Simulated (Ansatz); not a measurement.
Base system: InSe in the beta-GaS type structure (space group P6_3/mmc, No. 194; a = 3.9529 Å, c = 16.3089 Å; layered, stacked along the Cartesian z axis). Axes: x lies along a and z along c of the hexagonal cell.

It is then changed as follows: compressive biaxial strain of 4.27 % in the plane normal to [001], as in epitaxy on a mismatched substrate; the out-of-plane cell vector and the atoms relax.

Levels (all Ansatz, a first-principles code, PAW): PBEsol-D3(BJ) (420 eV, scalar-relativistic without spin-orbit coupling); r2SCAN (500 eV, no spin-orbit coupling); HSE06 (420 eV, without spin-orbit coupling).

One geometry, relaxed with PBEsol-D3(BJ), under each level:

| level | band gap | lowest conduction level above the VBM at special points |
|---|---|---|
| PBEsol-D3(BJ) | 1.09 eV | Γ 1.09 eV; K 1.16 eV; M 1.19 eV; H 1.46 eV |
| r2SCAN | 1.45 eV | Γ 1.66 eV; K 1.45 eV; M 1.52 eV; H 1.75 eV |
| HSE06 | … | … |

**Question.** Give the withheld HSE06 results.

**Answer.** 
- HSE06, band gap: 1.74 eV
- HSE06, lowest conduction level above the VBM at special points: Γ 1.98 eV; K 1.74 eV; M 1.79 eV

Single points use the geometry relaxed with PBEsol-D3(BJ). The hybrid gap comes from the SCF mesh plus the semilocal run's edge points and a few special points and is an upper bound. Whether these cells are dynamically stable was not tested.
